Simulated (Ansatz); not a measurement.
Given:

```xyz
2
Lattice="0.0000 2.8375 2.8375 2.8375 0.0000 2.8375 2.8375 2.8375 0.0000" Properties=species:S:1:pos:R:3 pbc="T T T"
In     0.0000     0.0000     0.0000
P      1.4188     1.4188     1.4188
```

No spin polarisation.

Calculations: PBEsol in Ansatz (plane waves to 420 eV, PAW, no spin-orbit coupling). Settings: 10×10×10 k-points, 0.05 eV Fermi–Dirac smearing.

### Question
Predict the electron mass.

### Answer
0.084 mₑ (at Γ).

### Question
Estimate the width of the top valence band.

### Answer
3.43 eV.

### Question
What band gap does the calculation give?

### Answer
1.13 eV.

### Question
What gap character does the calculation give?

### Answer
Direct at Γ.

Load acts through the strain it causes; cell and atoms are relaxed under it. Effective masses come from finite differences of ±0.01 Å⁻¹. Whether these cells are dynamically stable was not tested. Tetrahedral semiconductors of this kind turn to denser phases somewhere between about 1 and 50 GPa; those were not computed, so compressed cells here can lie past the real transition. The cell was made from InP in the zinc blende structure (space group F-43m, No. 216) by this change: pressure 9 GPa.

Ansatz is a quantum-chemistry and plane-wave program.
